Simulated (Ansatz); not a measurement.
Defect: interstitial As in silicon strained by -1.5 % along x and y, z held, charge state +1. These are PBE, PAW (plane waves to 420 eV; Ansatz, a quantum-chemistry and plane-wave program) values and carry that method's errors.

Cell of 64 host sites held at the strained lattice (strain from the relaxed PBE one, atoms relaxed); a 2×2×2 k-point mesh shifted by half a step; Fermi-Dirac width 0.01 eV, spin-restricted; finite-size errors left in. No zero-point or tunnelling terms. The charge state is imposed; whether it is stable for some Fermi level was not computed. Sites that were not tried may lie lower.

Barriers: single points on a 3×3×3 k-point mesh shifted by half a step at the bands' geometries.

A. As moves alone to another site; the atom moves 1.91 Å along (-0.25, 0.25, 0.00) of the unit cell; the moving atom starts with neighbours 5 Si at 2.43, Si at 2.44 Å and ends with 5 Si at 2.43, Si at 2.44 Å; the start lies 0.13 eV above the lowest site run; saddle order not checked, on a symmetry element.
B. a concerted move, in which Si travels most; the atom moves 1.50 Å along (0.16, -0.15, 0.17) of the unit cell; the moving atom starts with neighbours As at 2.43; 2 Si at 2.33, Si at 2.54, Si at 2.55 Å and ends with As at 2.47; Si at 2.33, Si at 2.60, Si at 2.63, Si at 2.69, Si at 2.73, Si at 2.77 Å; the start lies 0.13 eV above the lowest site run; saddle order not checked.

A band can be held on a symmetry element, so unchecked saddle points there may be too high.

Problem. Order them by forward barrier (lowest first) at the level PBE, PAW.

Solution. B (0.21 eV), A (0.60 eV)
